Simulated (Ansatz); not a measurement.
## What pressure 30 GPa does to BeSe

The parent structure is BeSe in the zinc blende structure (space group F-43m, No. 216; a = 5.129 Å).

One thing is altered: cell and atoms relaxed at a pressure of 30 GPa.

Computed with PBEsol in Ansatz (plane waves to 420 eV, PAW, no spin-orbit coupling). Settings: 11×11×11 k-points, 0.05 eV Fermi–Dirac smearing.

The volume per atom falls by 3.578 Å³, from 16.86 Å³ to 13.29 Å³ and the density grows by 1.17 g/cm³ to 5.50 g/cm³. The lattice parameter a decreases by 0.392 Å, from 5.129 Å to 4.737 Å and the enthalpy H = E + PV relative to the base's energy comes out as +2.76 eV/atom. The band gap shrinks by 0.645 eV (2.47 eV → 1.82 eV) and the gap character is still indirect, Γ → X. The smallest direct gap increases by 0.56 eV, from 4.28 eV to 4.84 eV and the width of the top valence band grows by 1.35 eV, from 3.37 eV to 4.72 eV. The electron mass goes from 0.84 mₑ along k, 0.26 mₑ across (at X) to 0.76 mₑ along k, 0.23 mₑ across (at X) and the hole mass (degenerate bands, along [100]) changes from 0.23, 0.46, 0.46 mₑ (at Γ) to 0.27, 0.34, 0.34 mₑ (at Γ).

Final structure:

```
BeSe
1.0
    0.00000     2.36849     2.36849
    2.36849     0.00000     2.36849
    2.36849     2.36849     0.00000
Be Se
1 1
Cartesian
  0.00000   0.00000   0.00000
  1.18424   1.18424   1.18424
```

Load acts through the strain it causes; cell and atoms are relaxed under it. Masses are band curvatures over ±0.01 Å⁻¹ around the edge. Along k means along the line from Γ to the band edge. Stability against distortions was not tested. No other phases were tried under pressure.

Ansatz is a first-principles code.
